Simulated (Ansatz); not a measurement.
Carrier properties of ZnSe under load (space group F-43m)

Input:

```
ZnSe
1.0
    0.00000     2.80549     2.80549
    2.80549     0.00000     2.80549
    2.80549     2.80549     0.00000
Zn Se
1 1
Direct
  0.00000   0.00000   0.00000
  0.25000   0.25000   0.25000
```

The numbers are results of r2SCAN with spin-orbit coupling, rigid bands (plane waves, PAW; Ansatz, a quantum-chemistry and plane-wave program), not measurements. Condition of this run: hydrostatic pressure of 0.8 GPa (compression positive) (the target of the relaxation). How the cell was made: cell and atoms relaxed with PBEsol, then loaded as said.

```
Quantity                                            Value
--------------------------------------------  -----------
band gap                                          1.87 eV
electron conductivity mass (300 K, dilute)       0.137 mₑ
hole conductivity mass (300 K, dilute)            0.66 mₑ
effective density of states N_c (300 K)       1.2e18 cm⁻³
effective density of states N_v (300 K)       2.6e19 cm⁻³
density-of-states mass, electrons                0.132 mₑ
density-of-states mass, holes                     1.03 mₑ
Seebeck coefficient, n-type 1e19 cm⁻³, 300 K     -84 μV/K
Seebeck coefficient, p-type 1e19 cm⁻³, 300 K     300 μV/K
```

Rigid bands; masses and Seebeck coefficients take one relaxation time τ for all states and one kind of carrier; polarons and phonon drag are left out. Geometry: cell and atoms relaxed with PBEsol.
